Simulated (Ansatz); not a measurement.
LiF: strain tensor (xx, yy, zz, yz, xz, xy) = (−0.15, −1.08, +0.54, +0.40, +0.81, +0.34) %

Base system: LiF in the CsCl type structure (space group Pm-3m, No. 221; a = 2.517 Å; a model cell, its experimental status unchecked). Axes: x, y, z lie along the cube axes.

Perturbation: the symmetric strain tensor [-0.0015 0.0034 0.0081; 0.0034 -0.0108 0.0040; 0.0081 0.0040 0.0054]; the atoms relax in the strained cell.

Level of theory: r2SCAN (Ansatz, a quantum-chemistry and plane-wave program, PAW, without spin-orbit coupling). Settings: 13×13×13 k-points, 0.05 eV Fermi–Dirac smearing.

| quantity | base | changed | shift |
|---|---|---|---|
| volume per atom | 7.97 Å³ | 7.91 Å³ | -0.06 Å³ |
| space group | Pm-3m (No. 221) | P-1 (No. 2) | – |
| energy relative to the base (free energy F) | 0 meV/atom | +0.9 meV/atom | +0.9 meV/atom |
| pressure (mean of the normal stresses, compression positive) | 0.00 GPa | 0.58 GPa | +0.58 GPa |
| band gap | 8.91 eV | 8.91 eV | 0.00 eV |
| gap character | – | indirect, U → Γ | – |
| stress (xx, yy, zz, yz, xz, xy; compression positive) | – | (0.31, 3.33, -1.89, 0.26, 0.50, 0.23) GPa | – |

Stability against distortions was not tested. This is not the structure that LiF has at room temperature and ambient pressure. k-point labels follow each cell's own Brillouin zone.
